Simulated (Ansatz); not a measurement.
Given:

```xyz
2
Lattice="0.0000 2.8132 2.9118 2.8132 0.0000 2.9118 2.8132 2.8132 0.0000" Properties=species:S:1:pos:R:3 pbc="T T T"
Al     0.0000     0.0000     0.0000
As     4.2197     4.2197     4.3676
```

All values below come from PBEsol with spin-orbit coupling, rigid bands (plane waves, PAW; Ansatz, a quantum-chemistry and plane-wave program). Condition of this run: uniaxial stress zz = -2 GPa (compression positive) (the target of the relaxation). Geometry: cell and atoms relaxed with PBEsol, then loaded as said.

Predict the hole conductivity mass (n e² τ/σ) at 300 K, by direction if it differs.

0.44 (x), 0.44 (y), 0.69 (z) mₑ.

Predict the electron conductivity mass (n e² τ/σ) at 300 K, by direction if it differs.

0.39 (x), 0.39 (y), 0.26 (z) mₑ.

And the band gap?

1.15 eV at this level; semilocal functionals usually fall short of the measured gap.

Rigid bands, one relaxation time for all states, no polarons.
